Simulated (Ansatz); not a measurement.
Worked example: self-consistent single point of a (100) slab of CsCdCl3 (cut from a parent of space group no. 221; 10 atoms in the cell) in Ansatz (an electronic-structure program)

Method: LDA (PW92), default PAW files made with PBE (plane waves; Ansatz).

This input was run:

Ansatz 0.2 input:
```yaml
crystal:
  lattice:
    - [5.280193, 0.000000, 0.000000]
    - [0.000000, 5.280193, 0.000000]
    - [0.000000, 0.000000, 21.920287]
  atoms:
    - { symbol: Cs, position: [0.000000, 0.000000, 0.439780] }
    - { symbol: Cd, position: [0.500000, 0.500000, 0.319339] }
    - { symbol: Cl, position: [0.500000, 0.500000, 0.439780] }
    - { symbol: Cl, position: [0.000000, 0.500000, 0.319339] }
    - { symbol: Cl, position: [0.500000, 0.000000, 0.319339] }
    - { symbol: Cs, position: [0.000000, 0.000000, 0.680661] }
    - { symbol: Cd, position: [0.500000, 0.500000, 0.560220] }
    - { symbol: Cl, position: [0.500000, 0.500000, 0.680661] }
    - { symbol: Cl, position: [0.000000, 0.500000, 0.560220] }
    - { symbol: Cl, position: [0.500000, 0.000000, 0.560220] }
basis:
  ecutwfc: 420.0
kpoints:
  mp_grid:
    grid: [4, 4, 1]
hamiltonian:
  xc: lda
  pseudopotentials:
    kind: paw
scf:
  occupations:
    method: fermi_dirac
    width: 0.05
output:
  forces: true
  eigenvalues: true
  stress: true
```

Output (repeated stretches shortened):

```
WARN ansatz: RAYON_NUM_THREADS=1 ignored (pool sized by the plan → 1); use --threads N
Pseudopotentials: kind: paw
Pseudopotential: Cs, paw, valence charge 9
Pseudopotential: Cd, paw, valence charge 20
Pseudopotential: Cl, paw, valence charge 7
Crystal: 10 atoms, lattice volume = 611.147 Å³
Basis set: ecut = 420 eV, 11985 PW (Γ)
Bands: 60, of which v1, the nominal top of the filled ones, is band 50 counted from 1 (49 counted from 0)
Symmetry: 8 space group operations
Space group: P4mm (ITA 99), of the structure as read, at distance tolerance 8.5e-5 Å
k-points: 6 of 16
PAW frozen core: Cs, regenerated for the run's functional, and the local potential with it
PAW frozen core: Cd, regenerated for the run's functional, and the local potential with it
PAW frozen core: Cl, regenerated for the run's functional, and the local potential with it
Initial density: superposition of atomic densities (neutral atoms: chi_scale 0, normalization atom), corrected by the library's trained network
Initial wavefunctions: pseudopotential atomic-orbital guess
Eigensolver: davidson
Functional: x = slater, c = lda
SCF iter   1: F=—  HF=-33523.511919 eV  |F-HF|=—  |Δ(HF+E_count)|=         —  Δρ=4.97e-3  dr2=1.69e-1  ethr=1.77e-3  ⟨swp⟩=9.5  Hψ=1718  notcnv=0  defer=6
all-band conjugate gradients solve this SCF's bands
preconditioner: auto → Resta (q_TF=auto, 2.018 Å⁻¹)
SCF iter   2: F=—  HF=-33523.461961 eV  |F-HF|=—  |Δ(HF+E_count)|=   5.00e-2  Δρ=2.08e-3  dr2=2.34e-2  ethr=1.69e-4  ⟨swp⟩=2.8  Hψ=637  notcnv=0  defer=23
SCF iter   3: F=—  HF=-33523.456011 eV  |F-HF|=—  |Δ(HF+E_count)|=   5.95e-3  Δρ=5.62e-4  dr2=1.27e-3  ethr=2.34e-5  ⟨swp⟩=2.0  Hψ=503  notcnv=0  defer=23
SCF iter   4: F=—  HF=-33523.455924 eV  |F-HF|=—  |Δ(HF+E_count)|=   8.67e-5  Δρ=1.81e-4  dr2=2.11e-4  ethr=1.27e-6  ⟨swp⟩=2.0  Hψ=634  notcnv=0  defer=23
SCF iter   5: F=—  HF=-33523.455886 eV  |F-HF|=—  |Δ(HF+E_count)|=   3.77e-5  Δρ=3.44e-5  dr2=9.13e-6  ethr=2.11e-7  ⟨swp⟩=2.5  Hψ=607  notcnv=0  defer=23
SCF iter   6: F=—  HF=-33523.455929 eV  |F-HF|=—  |Δ(HF+E_count)|=   4.26e-5  Δρ=1.09e-5  dr2=8.00e-7  ethr=9.13e-9  ⟨swp⟩=2.0  Hψ=557  notcnv=0  defer=23
SCF iter   7: F=-33523.455929 eV  HF=-33523.455929 eV  |F-HF|=3.49e-8  |Δ(HF+E_count)|=   3.83e-8  Δρ=2.73e-6  dr2=6.79e-8  ethr=1.00e-10  ⟨swp⟩=17.5  Hψ=2039  notcnv=0
SCF 1 converged in 7 iterations: F = -33523.455929 eV  dr2 = 6.79e-8
SCF converged after 7 iterations
Free energy (F): -33523.455929 eV
Harris-Foulkes:  -33523.455929 eV  (|F-HF|=3.49e-8)
Internal energy: -33523.455928 eV  (E = F + TS)
E sigma→0 (E₀):  -33523.455929 eV
Entropy (-TS):   -0.000001 eV (-0.000 meV/atom)
Fermi energy:    -1.013330 eV
--- Per-component energies (eV) ---
  E_band       = -1794.449589
  E_kinetic    = 2253.914952
  E_local      = -45356.675761  (includes V_loc(G=0)·N_el)
  E_nonlocal   = 331.519104
  E_hartree    = 21758.996933
  E_xc         = -1326.614636
  E_vxc        = -1417.541873  (∫ρ·V_xc dr)
  E_paw        = -21455.193001  (= ΣΔE_a)
  E_vpaw       = -1123.689457  (= ΣTr[D̂ρ^β])
  E_aug_tail   = 0.000615  (compensation charges beyond the density's cutoff)
  E_ewald      = 10267.378664
  E_core_change = 3.217201  (= ΣΔE_core)
  E_smearing   = -0.000001  (= −TS)
  E_closure    = 0.000000  (closes the sum)
  Σ components = -33523.455929   (vs F -33523.455929, Δ=0.00e0)
--- Forces (eV/Å), atoms counted from 1 ---
  atom   1  Cs    -0.00000000     0.00000000    -0.03050307
  atom   2  Cd     0.00000000     0.00000000     0.73147509
  atom   3  Cl    -0.00000000     0.00000000    -0.11338893
  atom   4  Cl     0.00000000     0.00000000    -0.03666360
  atom   5  Cl    -0.00000000     0.00000000    -0.03666360
  atom   6  Cs     0.00000000     0.00000000    -0.50969863
  atom   7  Cd    -0.00000000     0.00000000     0.34420600
  atom   8  Cl     0.00000000     0.00000000    -0.36884662
  atom   9  Cl     0.00000000     0.00000000     0.00999662
  atom  10  Cl     0.00000000     0.00000000     0.00999662
  max |Σ_I F_I| component: 9.01e-5 eV/Å
--- Stress (GPa, compression-positive) ---
       -2.071767       0.000000       0.000000
        0.000000      -2.071767       0.000000
        0.000000       0.000000      -1.426246
  P = ⅓ Tr σ = -1.8566 GPa (-18.566 kbar)
  The stress holds the Pulay correction. Without it, at fixed plane waves, as pw.x and ABINIT print it: P = -1.8597 GPa
--- Band table (eV; the first three rows and the last of 6) ---
  k-point 0: bands = ["-102.4709", "-101.8771", "-63.6706", "-63.6012", "-63.6012", "-63.0410", "-63.0410", "-63.0222", "-21.3276", "-20.6396", "-14.9937", "-14.9069", "-14.6003", "-14.5778", "-14.5061", "-14.1017", "-8.6475", "-8.5952", "-8.5952", [...]
  k-point 1: bands = ["-102.4709", "-101.8771", "-63.6706", "-63.6012", "-63.6012", "-63.0411", "-63.0410", "-63.0222", "-21.3251", "-20.6363", "-14.9295", "-14.8299", "-14.6011", "-14.5887", "-14.5259", "-14.1098", "-8.7470", "-8.6100", "-8.5939", [...]
  k-point 2: bands = ["-102.4709", "-101.8771", "-63.6706", "-63.6012", "-63.6012", "-63.0411", "-63.0410", "-63.0222", "-21.3226", "-20.6330", "-14.8585", "-14.7282", "-14.6206", "-14.5830", "-14.5700", "-14.1179", "-8.9689", "-8.6249", "-8.5924", [...]
  k-point 5: bands = ["-102.4709", "-101.8771", "-63.6706", "-63.6012", "-63.6012", "-63.0411", "-63.0411", "-63.0222", "-21.3186", "-20.6280", "-14.7050", "-14.6172", "-14.6172", "-14.5674", "-14.5674", "-14.1206", "-9.0586", "-8.8893", "-8.6297", [...]
```

The run converged in 7 iterations.

The starting cell comes from a database of computed structures (which also holds hypothetical and non-ambient phases and stackings), without a prior relaxation at this level. The slab is cut from that crystal, and its faces are unrelaxed. Its lattice was rescaled by up to half a per cent. Spin polarisation is off, though cut faces can carry moments; a gap of a slab can lie between surface states. The two faces of this cut differ, and no dipole correction was used.
